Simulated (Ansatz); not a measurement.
**monoclinic HfO2: the defect Li interstitial**

Calculation: PBE, PAW (plane waves to 420 eV; Ansatz, an electronic-structure program). The supercell holds 96 host sites (2×2×2 repeats of the unit cell), with a 2×2×2 shifted k-point sampling for the final energies. Site at the start: void with 2O nearest, no. 2. Charged cells carry a point-charge image correction with potential alignment at far atoms. Dielectric constants: PBE linear response of the host. Host gap at this level: 4.04 eV. A cell of this size leaves errors of a few tenths of an eV. The semilocal functional narrows the gap, so deep levels can fall outside it. Spin–orbit coupling is left out, which matters for these heavy elements. Each state is the lowest found from its start.

Formation energies E_f are given with the Fermi level at the valence-band maximum. Chemical conditions: Hf-rich (Δμ(Li) = -0.17 eV, bounded by Li2O (Fm-3m); only phases computed here count, gases as isolated molecules at 0 K); O-rich (Δμ(Li) = -2.82 eV, bounded by Li2O2 (P6_3/mmc); only phases computed here count, gases as isolated molecules at 0 K). Reference phases: Li: bcc Li.

The name describes the start; the neighbours show where the added atom ended.

| charge | moment (μB) | point group | largest move off a lattice site (Å) | neighbours of the added atom at the end (Å) | image correction with alignment (eV) | E_f, Hf-rich (eV) | E_f, O-rich (eV) |
|---|---|---|---|---|---|---|---|
| +1 | not spin-polarised | C1 | 0.20 | O 1.81, O 1.88, O 2.08, O 2.17, O 2.19, Hf 2.46, Hf 2.62 | 0.14 | -2.52 | 0.13 |
| 0* | quenched | C1 | 0.20 | O 1.82, O 1.88, O 2.11, O 2.15, O 2.17, Hf 2.46, Hf 2.61 | – | – | – |

* At this level the carrier isn't localised at the defect: at charge 0 electrons occupy the conduction band. Such a state is shallow or no state of the defect, and this cell gives it no level.

Point groups are those of the whole cell at tolerances of 0.03 and 0.1 Å ("near" where only the looser one holds); none is given for unsettled states.

Starting moments that weren't kept: charge 0 began with 1 μB and ended with 0.0.

No other site or start that was run ended lower by more than 0.1 eV.

Flagged in the runs: a host whose relaxation on this sampling wasn't shown to rest, a strain field that reaches the edge of the cell.
